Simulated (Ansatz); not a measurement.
The starting structures come from a database of crystals and need not be the phases stable at ambient conditions.

 Where the default PAW files enter, the runs use the earlier of Ansatz's two default sets.

**Evanescent states of HgS (P3_221, not sure to be the ambient phase, 6 atoms a cell, 23.8 Å³ an atom) along the normal of (110)**

These are PBEsol (plane waves, PAW; Ansatz, a quantum-chemistry and plane-wave program) values and carry that method's errors.

The gap is the functional's own. No spin-orbit coupling. Mid-gap values are interpolated on the energy grid.

Energies count from the valence-band top; κ is the least over a 4×4 mesh across the current.

```
E (eV)  κ (1/Å)  where
------  -------  -----
0.04      0.068  off Γ
0.12      0.100  off Γ
0.20      0.122  off Γ
0.28          ?  off Γ
0.36      0.153  off Γ
0.44          ?  off Γ
0.52          ?  off Γ
0.60          ?  off Γ
0.68          ?  off Γ
0.76          ?  off Γ
0.84          ?      Γ
0.92          ?      Γ
1.00      0.171      Γ
1.08      0.153      Γ
1.16      0.125      Γ
```

What belongs in the gaps?


- 0.28, κ (1/Å): 0.139
- 0.44, κ (1/Å): 0.165
- 0.52, κ (1/Å): 0.176
- 0.60, κ (1/Å): 0.186
- 0.68, κ (1/Å): 0.195
- 0.76, κ (1/Å): 0.202
- 0.84, κ (1/Å): 0.198
- 0.92, κ (1/Å): 0.186
